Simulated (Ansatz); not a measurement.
## Effect of uniaxial strain ε_xx = +1.80 % on AlN

Take AlN in the wurtzite structure (space group P6_3mc, No. 186; a = 3.089 Å, c = 4.943 Å) as the base. Axes: x lies along a and z along c of the hexagonal cell.

It is then changed as follows: the cell is stretched by 1.80 % along x with no lateral relaxation; the atoms relax in the strained cell.

Calculations: Ansatz (an electronic-structure program) LDA, without spin-orbit coupling. k-mesh 12×12×7 (Γ-centred); smearing 0.05 eV (Fermi–Dirac).

| quantity | base | changed | shift |
|---|---|---|---|
| shortest interatomic distance | 1.876 Å | 1.886 Å | +0.0092 Å |
| energy relative to the base (free energy F) | 0 meV/atom | +4.0 meV/atom | +4.0 meV/atom |
| pressure (mean of the normal stresses, compression positive) | -0.01 GPa | -3.77 GPa | -3.76 GPa |
| band gap | 4.42 eV | 4.21 eV | -0.21 eV |
| gap character | direct at Γ | direct at Γ | – |
| electron mass | 0.32 mₑ (at Γ) | 0.31 mₑ (at Γ) | – |
| valence-band top at Γ (three highest levels, from the VBM) | 0.00, -0.23, -0.23 eV | 0.00, -0.24, -0.35 eV | – |
| stress (xx, yy, zz, yz, xz, xy; compression positive) | – | (-6.84, -2.51, -1.96, 0.00, 0.00, 0.00) GPa | – |

Final structure:

```
AlN
1.0
    3.14438     0.00000     0.00000
   -1.57219     2.67496     0.00000
    0.00000     0.00000     4.94326
Al N
2 2
Direct
  0.33272   0.66543   0.99923
  0.66728   0.33457   0.49923
  0.33167   0.66335   0.38277
  0.66833   0.33665   0.88277
```

Effective masses come from finite differences of ±0.01 Å⁻¹. No phonon test of stability was made. Labels are those of the standard path for the cell's own space group.
